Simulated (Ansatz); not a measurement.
Partial pair distribution functions of a relaxed model of amorphous Si34N36, broadened by 0.06 Å; density 2.95 g/cm³. Computed with PBE, scalar-relativistic without spin-orbit coupling (plane waves to 420 eV, PAW; Ansatz, a first-principles code). The usual formal charges leave 28 electrons over, so the level spacing at the Fermi energy parts defect or band states and needn't be the band gap.

It comes from a melt-quench run on a machine-learned potential (CHGNet), relaxed afterwards by DFT. N atoms were pushed apart under 1.9 Å during the dynamics, to hinder bonds among them. The hot cell started wider than the set density and was brought back towards it in steps. It is the lowest in DFT energy of 2 quenches. It is a model cell: composition and starting density were chosen by hand, and all elements were melted together. No dispersion term was used. Its density started from a set value of 3.00 and ended at 2.95 g/cm³. The quench (nominally 300 K/ps over its main leg) was far faster than any real one, so the model tends to hold more defects than a real film. One small periodic cell is one sample of the glass; other quenches scatter about these values. Volume and shape were free in the relaxation. On a 2×2×2 Γ-centred mesh force components of up to 0.30 eV/Å stay, since the relaxation ran on the zone centre alone.

```json
[
 {"r (Å)": "1.50", "g Si-N": "0.01", "g Si-Si": "0.00", "g N-N": "0.00"},
 {"r (Å)": "1.60", "g Si-N": "0.82", "g Si-Si": "0.00", "g N-N": "0.00"},
 {"r (Å)": "1.70", "g Si-N": "6.95", "g Si-Si": "0.00", "g N-N": "0.00"},
 {"r (Å)": "1.80", "g Si-N": "8.15", "g Si-Si": "0.00", "g N-N": "0.00"},
 {"r (Å)": "1.90", "g Si-N": "2.29", "g Si-Si": "0.00", "g N-N": "0.00"},
 {"r (Å)": "2.00", "g Si-N": "0.41", "g Si-Si": "0.00", "g N-N": "0.00"},
 {"r (Å)": "2.10", "g Si-N": "0.03", "g Si-Si": "0.02", "g N-N": "0.00"},
 {"r (Å)": "2.20", "g Si-N": "0.00", "g Si-Si": "0.25", "g N-N": "0.00"},
 {"r (Å)": "2.30", "g Si-N": "0.00", "g Si-Si": "0.80", "g N-N": "0.02"},
 {"r (Å)": "2.40", "g Si-N": "0.00", "g Si-Si": "0.87", "g N-N": "0.29"},
 {"r (Å)": "2.50", "g Si-N": "0.01", "g Si-Si": "0.84", "g N-N": "0.62"},
 {"r (Å)": "2.60", "g Si-N": "0.06", "g Si-Si": "0.85", "g N-N": "1.16"},
 {"r (Å)": "2.70", "g Si-N": "0.10", "g Si-Si": "0.57", "g N-N": "2.91"},
 {"r (Å)": "2.80", "g Si-N": "0.31", "g Si-Si": "1.64", "g N-N": "3.72"},
 {"r (Å)": "2.90", "g Si-N": "0.66", "g Si-Si": "2.87", "g N-N": "3.88"},
 {"r (Å)": "3.00", "g Si-N": "0.79", "g Si-Si": "2.37", "g N-N": "2.44"},
 {"r (Å)": "3.10", "g Si-N": "0.79", "g Si-Si": "2.00", "g N-N": "1.32"},
 {"r (Å)": "3.20", "g Si-N": "1.18", "g Si-Si": "1.64", "g N-N": "1.21"},
 {"r (Å)": "3.30", "g Si-N": "1.20", "g Si-Si": "1.06", "g N-N": "1.05"},
 {"r (Å)": "3.40", "g Si-N": "1.08", "g Si-Si": "0.90", "g N-N": "0.41"},
 {"r (Å)": "3.50", "g Si-N": "1.01", "g Si-Si": "0.68", "g N-N": "0.32"},
 {"r (Å)": "3.60", "g Si-N": "1.16", "g Si-Si": "0.34", "g N-N": "0.21"},
 {"r (Å)": "3.70", "g Si-N": "1.30", "g Si-Si": "0.49", "g N-N": "0.36"},
 {"r (Å)": "3.80", "g Si-N": "1.24", "g Si-Si": "0.69", "g N-N": "0.61"},
 {"r (Å)": "3.90", "g Si-N": "1.06", "g Si-Si": "0.69", "g N-N": "0.50"},
 {"r (Å)": "4.00", "g Si-N": "1.11", "g Si-Si": "1.17", "g N-N": "0.52"},
 {"r (Å)": "4.10", "g Si-N": "1.29", "g Si-Si": "1.30", "g N-N": "0.58"},
 {"r (Å)": "4.20", "g Si-N": "1.42", "g Si-Si": "0.78", "g N-N": "0.65"},
 {"r (Å)": "4.30", "g Si-N": "1.49", "g Si-Si": "0.91", "g N-N": "0.78"},
 {"r (Å)": "4.40", "g Si-N": "1.47", "g Si-Si": "1.13", "g N-N": "0.80"},
 {"r (Å)": "4.50", "g Si-N": "1.37", "g Si-Si": "0.84", "g N-N": "0.85"}
]
```

Within 2.12 Å each Si has 3.24 N neighbours on average.
